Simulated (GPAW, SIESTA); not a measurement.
A SIESTA input for a self-consistent single point of Ca2Si (P1, 3 atoms in the cell) (DFT, GGA PBEsol, numerical atomic orbitals TZP, PseudoDojo PBEsol standard norm-conserving potentials (rewritten from UPF to PSML)):

```
# files in the folder: Ca.psml Si.psml (PseudoDojo PBEsol standard)
SystemName  Ca2Si
SystemLabel ca2si

NumberOfAtoms                3
NumberOfSpecies              2
%block ChemicalSpeciesLabel
  1 20 Ca
  2 14 Si
%endblock ChemicalSpeciesLabel
LatticeConstant              1.0 Bohr
%block LatticeVectors
     0.000000000    6.775112242    6.775112242
     6.775112242    0.000000000    6.775112242
     6.775112242    6.775112242    0.000000000
%endblock LatticeVectors
AtomicCoordinatesFormat      ScaledCartesian
%block AtomicCoordinatesAndAtomicSpecies
    10.189565559   10.089016118   10.128325320  1
     3.362474656    3.441845096    3.427129552  1
    -0.001815730    0.019370046   -0.005223612  2
%endblock AtomicCoordinatesAndAtomicSpecies

XC.functional                GGA
XC.authors                   PBEsol
PAO.BasisSize                TZP
PAO.EnergyShift              0.005 Ry
MeshCutoff                   350 Ry
%block kgrid.MonkhorstPack
    8   0   0  0.0
    0   8   0  0.0
    0   0   8  0.0
%endblock kgrid.MonkhorstPack
OccupationFunction           FD
ElectronicTemperature        10 K

MaxSCFIterations             150
SCF.Mixer.Method             Broyden
SCF.Mixer.Weight             0.25
SCF.Mixer.History            6
SCF.DM.Tolerance             1.0E-04
Diag.ParallelOverK           true
WriteForces                  true
```

Translate this input to GPAW.

This is the input that was run; spellings and numerical settings could be chosen otherwise.

```python
from ase import Atoms
from ase.units import GPa
from gpaw import GPAW

atoms = Atoms(['Ca', 'Ca', 'Si'],
              cell=[[0.000000, 3.585235, 3.585235],
                    [3.585235, 0.000000, 3.585235],
                    [3.585235, 3.585235, 0.000000]],
              scaled_positions=[[0.740045, 0.754886, 0.749084],
                                [0.258778, 0.247063, 0.249235],
                                [0.001178, -0.001949, 0.001681]],
              pbc=True)

calc = GPAW(mode={'name': 'pw', 'ecut': 600},
            xc='PBEsol',
            kpts={'size': (8, 8, 8), 'gamma': True},
            occupations={'name': 'fermi-dirac', 'width': 0.0},
            nbands=-4,
            convergence={'density': 1e-05, 'energy': 1e-05, 'bands': -2},
            symmetry={'symmorphic': False, 'tolerance': 0.0005},
            maxiter=120,
            txt='-')

atoms.calc = calc

energy = atoms.get_potential_energy()
print('Energy (eV):', round(energy, 6))
forces = atoms.get_forces()
print('Forces (eV/Ang):')
print(forces.round(5))
stress = atoms.get_stress()
print('Stress (GPa, Voigt):', (stress / GPa).round(4))
```

Basis settings and potentials, where a program has them, do not carry over. This input uses DFT PBEsol, plane waves, GPAW PAW datasets PBEsol (made by gpaw-setup).

The starting cell comes from a database of computed structures (which also holds hypothetical and non-ambient phases and stackings), without a prior relaxation at this level. For this run, on top of that: atoms moved at random.
